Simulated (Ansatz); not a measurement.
The parent structure is Nb in the bcc (W type) structure (space group Im-3m, No. 229; a = 3.2484 Å; relaxed with 0.1 eV smearing). Axes: x, y, z lie along the cube axes.

Calculations: plane-wave PAW DFT at the LDA level (Ansatz, a program for electronic structure, 420 eV), no spin-orbit coupling.

Modification: uniaxial strain ε_zz = −1.50 %, all other strain components held at zero, atoms relaxed at fixed cell.

Predict the new stress and energy relative to the base.

The stress (xx, yy, zz, yz, xz, xy; compression positive) amounts to (2.3, 2.3, 4.2, 0.0, 0.0, 0.0) GPa; the energy rises by 3.4 meV/atom.

No phonon test of stability was made. The final runs are not spin-polarised.
